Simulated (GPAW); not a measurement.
Energy against c/a at fixed volume: hcp Zn (space group 194) (GPAW, PBEsol)

```
CELL_PARAMETERS angstrom
      2.63673     0.00000     0.00000
     -1.31837     2.28347     0.00000
      0.00000     0.00000     4.71043
ATOMIC_POSITIONS crystal
  Zn 0.66667 0.33333 0.75000
  Zn 0.33333 0.66667 0.25000
```

Level of theory: PBEsol, GPAW PAW datasets PBEsol (made by gpaw-setup) (plane waves; GPAW). Settings: mode = pw; ecut = 780 eV; xc = PBEsol; kpts = 28 28 14; mesh shift (steps) = 0 0 0; occupations.name = fermi-dirac; occupations.width = 0.05 eV; nbands = -8; convergence.density = 1e-06 e/electron; convergence.energy = 1e-06 eV/electron; symmetry.symmorphic = false; symmetry.tolerance = 0.0005; maxiter = 100. The cell above is the first row's. The rows change c/a at fixed volume. In all rows fractional positions and the k mesh are held. E is the free energy at the stated smearing, counted from the lowest row.

| c/a | E (meV/atom) |
|---|---|
| 1.7865 | 1.09 |
| 1.8051 | 0.26 |
| 1.8237 | 0.00 |
| 1.8423 | 0.27 |
| 1.8609 | 0.98 |
| 1.8795 | 2.01 |
| 1.8981 | 3.26 |
| 1.9167 | 4.70 |
| 1.9353 | ? |

Problem. Fit E against c/a with a cubic, and predict the withheld value at c/a = 1.9353.

Solution. With u = c/a - 1.85, the rows have u = -0.06350, -0.04490, -0.02630, -0.00770, 0.01090, 0.02950, 0.04810, 0.06670. Least squares gives E = 0.520 + 35.768·u + 557.79·u² - 2327.1·u³. Residuals (row less fit): -0.004, 0.011, -0.007, -0.009, 0.007, 0.009, -0.012, 0.003; standard error 0.012 (degrees of freedom: 4). The fitted curve has its minimum at c/a = 1.82, where E = 0.01. To one more digit the minimum is at c/a = 1.823; the ideal close-packed ratio is 1.633. At the withheld row, u = 0.08530, so E = 0.520 + 35.768 × 0.08530 + 557.79 × 0.08530² - 2327.1 × 0.08530³ = 6.185 meV/atom. The calculation gives 6.39 meV/atom, 0.205 meV/atom above the prediction (3.2 % of the range of E in the table). The row lies outside the fitted rows, so this is an extrapolation. From the scatter of the fitted rows alone, a prediction at this place has a standard error of 0.031 meV/atom, so the miss is 6.6 times that.

Carrying the step between the two nearest rows on in a straight line would have given 6.14, off by 0.25; series whose last step already gives the withheld value aren't shown. The reference cell has the volume at which an earlier scan in this program and functional put its minimum by a fit; axis ratios and inner coordinates come from a measured-size cell. The runs keep the symmetry of the cell, so they don't test it for distortions. The best c/a moves a little with volume. In metals such curves are sensitive to mesh and smearing. Cutoffs and mesh are single choices, not tested for convergence of this quantity. Series with a scatter that would blur these digits, or in which a gap closes, are not shown. Strain series were run only where this level's volume lies within 10 % of a first guess from the measured size.

Terms beyond the fitted order, or numerical noise in single rows, can give a miss of this size; the table doesn't tell which.
